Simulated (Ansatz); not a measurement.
Results of B3LYP (VWN-RPA form) (plane waves, PAW; Ansatz, a quantum-chemistry and plane-wave program) for L1₂ (Cu3Au-type) Ni3Si.

Settings: plane-wave cutoff 460 eV, 8×8×8 k mesh, Fermi–Dirac smearing 0.05 eV, no spin polarisation, scalar-relativistic PAW data made under PBE.

A third-order Birch–Murnaghan fit to the energies gives V0 = 10.826 Å³/atom, B0 = 202 GPa, B′ = 4.9.

```csv
V (Å³/atom),P (GPa)
10.230,___
10.416,8.55
10.768,___
11.037,___
11.307,___
```

Estimate the withheld pressures from this fit; the answers are the runs' own values.


- 10.230, P (GPa): 13.14
- 10.768, P (GPa): 1.07
- 11.037, P (GPa): -3.76
- 11.307, P (GPa): -7.93

The formula P = (3/2) B0 (x^(7/3) − x^(5/3)) [1 + (3/4)(B′ − 4)(x^(2/3) − 1)] with x = V0/V meets the computed pressures within 0.05 GPa when these rounded values are put in.

Measured, for comparison: equilibrium volume per atom 10.81 Å³/atom (temperature not stated, not corrected to a static lattice; as tabulated in Metallic Nickel Silicides: Experiments and Theory for NiSi and First Principles …). Computed (rounded) less measured: equilibrium volume per atom +0.2 %.

Note: the run has no spin polarisation, so it can have missed a magnetic state.

Static lattice: no zero-point or thermal effects.

It cost roughly 30 core-minutes of CPU time.
